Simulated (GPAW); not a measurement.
```
CELL_PARAMETERS angstrom
      3.61375     0.00000     0.00000
      0.34592     3.64429     0.00000
      0.07680    -0.00192     5.31776
ATOMIC_POSITIONS crystal
  Bi 0.64787 0.90768 0.95449
  Bi 0.09744 0.36175 0.46213
  N  0.69675 0.93723 0.55018
  N  0.06692 0.29721 0.04413
```

Method of the run: LDA (Perdew-Wang 92), GPAW PAW datasets LDA (gpaw-data 1.0.1) (plane waves; GPAW).

The set-up and first iterations of a GPAW log for BiN (P1, 4 atoms in the cell):

```
Input parameters:
  convergence: {bands: -4,
                density: 1e-05}
  kpts: [5 5 3]
  maxiter: 100
  mode: {ecut: 900.0000000000001,
         name: pw}
  nbands: -6
  occupations: {fixmagmom: False,
                name: fermi-dirac,
                width: 0.05}
  symmetry: {symmorphic: False,
             tolerance: 0.0005}

species:
  Bi:
    name: Bismuth
    Z: 83.0
    valence: 15
    core: 68
    charge: 0.0
    file: Bi.LDA.gz

    # Using partial waves for Bi as LCAO basis

  N:
    name: Nitrogen
    Z: 7.0
    valence: 5
    core: 2
    charge: 0.0
    file: N.LDA.gz

    # Using partial waves for N as LCAO basis

Reference energy: -1172018.444237  # eV

Spin-paired calculation

Convergence criteria:
 Maximum [total energy] change in last 3 cyles: 0.0005 eV / valence electron
 Maximum integral of absolute [dens]ity change: 1e-05 electrons / valence electron
   [... lines left out ...]

Occupation numbers: Fermi-Dirac:
  width: 0.0500  # eV

Eigensolver

Densities:
  Coarse grid: 27*27*40 grid
  Fine grid: 54*54*80 grid
  Total Charge: 0.000000

Density mixing:
  Method: separate
  Backend: pulay
  Linear mixing parameter: 0.05
  old densities: 5
  Damping of long wavelength oscillations: 50

Hamiltonian:
  XC and Coulomb potentials evaluated on a 54*54*80 grid
  External potential:
    NoExternalPotential

Number of atoms: 4
Number of atomic orbitals: 26
Number of bands in calculation: 26
Number of valence electrons: 40
Bands to converge: 22

Density initialized from atomic densities
  26 bands from LCAO basis set

Atomic positions and initial magnetic moments

Positions:
   0 Bi     2.728545    3.306005    5.075756    ( 0.0000,  0.0000,  0.0000)
   1 Bi     0.512742    1.317445    2.457471    ( 0.0000,  0.0000,  0.0000)
   2 N      2.884349    3.414469    2.925705    ( 0.0000,  0.0000,  0.0000)
   3 N      0.348016    1.083049    0.234662    ( 0.0000,  0.0000,  0.0000)

Unit cell:
           periodic     x           y           z      points  spacing
  1. axis:    yes    3.613745    0.000000    0.000000    27     0.1332
  2. axis:    yes    0.345924    3.644288    0.000000    27     0.1350
  3. axis:    yes    0.076798   -0.001919    5.317762    40     0.1329

  Lengths:   3.613745   3.660669   5.318317
  Angles:   89.942397  89.172604  84.577603

Effective grid spacing dv^(1/3) = 0.1339
     iter     time        total  log10-change:
                         energy   eigst   dens
iter:   1 --:--:--   -30.851629   +0.03
iter:   2 --:--:--   -29.417691   -1.25  -0.90
iter:   3 --:--:--   -26.856748   -0.99  -0.98
iter:   4 --:--:--   -26.804581   -2.21  -1.42
iter:   5 --:--:--   -26.745530   -2.52  -1.53
iter:   6 --:--:--   -26.734157   -3.04  -2.14
iter:   7 --:--:--   -26.737817c  -3.48  -2.42
iter:   8 --:--:--   -26.734914c  -4.18  -2.28
iter:   9 --:--:--   -26.733196c  -3.75  -2.59
iter:  10 --:--:--   -26.733250c  -5.01  -3.06
iter:  11 --:--:--   -26.733285c  -5.57  -3.15
iter:  12 --:--:--   -26.733287c  -5.73  -3.26
iter:  13 --:--:--   -26.733257c  -5.77  -3.38
iter:  14 --:--:--   -26.733256c  -6.40  -3.52
iter:  15 --:--:--   -26.733250c  -6.22  -3.56
iter:  16 --:--:--   -26.733249c  -7.13  -3.91
```

### Question
How does the run end?

### Answer
The run converged in 25 iterations. Its thresholds were met; that alone does not show that basis and mesh suffice. It ends on: free energy E − TS (from the program's reference atoms) -26.7332 eV; top of the valence band (on the code's own zero) 7.96 eV; gap on the k-point mesh 1.05 eV; largest force (vector length) 0.902 eV/Å. The log goes on:

```
iter:  17 --:--:--   -26.733248c  -7.74c -3.96
iter:  18 --:--:--   -26.733247c  -6.67  -4.04
iter:  19 --:--:--   -26.733247c  -7.89c -4.36
iter:  20 --:--:--   -26.733248c  -7.89c -4.34
iter:  21 --:--:--   -26.733247c  -7.94c -4.31
iter:  22 --:--:--   -26.733247c  -7.94c -4.39
iter:  23 --:--:--   -26.733247c  -7.46c -4.31
iter:  24 --:--:--   -26.733247c  -7.80c -4.53
iter:  25 --:--:--   -26.733247c  -9.04c -5.01c
Converged after 25 iterations.

Dipole moment: (-8.719634, 9.852593, 1.162251) |e|*Ang

Energy contributions relative to reference atoms: (reference = -1172018.444237)

Kinetic:        +60.434677
Potential:      -55.463818
External:        +0.000000
XC:             -28.800998
Entropy (-ST):   -0.000002
Local:           -2.903108
SIC:             +0.000000
--------------------------
Free energy:    -26.733248
Extrapolated:   -26.733247

Showing only first 2 kpts
 Kpt  Band  Eigenvalues  Occupancy
  0    18      6.03232    2.00000
  0    19      6.31720    2.00000
  0    20     11.61564    0.00000
  0    21     11.94047    0.00000

  1    18      5.82136    2.00000
  1    19      6.67579    2.00000
  1    20     11.08824    0.00000
  1    21     11.51999    0.00000

Fermi level: 8.49008

Gap: 1.050 eV
Transition (v -> c):
  (s=0, k=9, n=19, [0.20, -0.40, 0.00]) -> (s=0, k=31, n=20, [0.40, 0.00, 0.33])
Direct/indirect transitions are different
Direct gap: 1.516 eV
Transition at: (s=0, k=5, n=19, [0.00, 0.40, -0.33])
Energy (eV): -26.733247

Forces in eV/Ang:
  0 Bi   -0.16183   -0.26805    0.84584
  1 Bi    0.04963   -0.21383   -0.26932
  2 N     0.07699    0.28969   -0.58298
  3 N     0.03495    0.19197    0.00677

Stress tensor:
    -0.001991     0.007236     0.003147
     0.007236     0.002526     0.004796
     0.003147     0.004796    -0.005079
Stress (GPa, Voigt): [-0.3189  0.4046 -0.8137  0.7684  0.5042  1.1593]
```

For comparison: a first run was changed to give this one (atoms moved at random), and from it to this one the free energy rises by 9.3 meV/atom, the largest force goes from 0.198 to 0.902 eV/Å and the gap on the mesh goes from 1.142 to 1.050 eV.

The starting cell comes from a database of computed structures (which also holds hypothetical and non-ambient phases and stackings), without a prior relaxation at this level. Its lattice was rescaled by a random factor within 2.5 % of one. For this run, on top of that: atoms moved at random. Spin-orbit coupling is off.

The run was DFT LDA (Perdew-Wang 92), plane waves, GPAW PAW datasets LDA (gpaw-data 1.0.1). Main settings of its input:

```
setting                         value
-------------------  ----------------
mode                               pw
ecut                           900 eV
xc                                LDA
kpts                            5 5 3
mesh shift (steps)              0 0 0
occupations.name          fermi-dirac
occupations.width             0.05 eV
nbands                             -6
convergence.density  1e-05 e/electron
convergence.bands                  -4
symmetry.symmorphic             false
symmetry.tolerance             0.0005
```
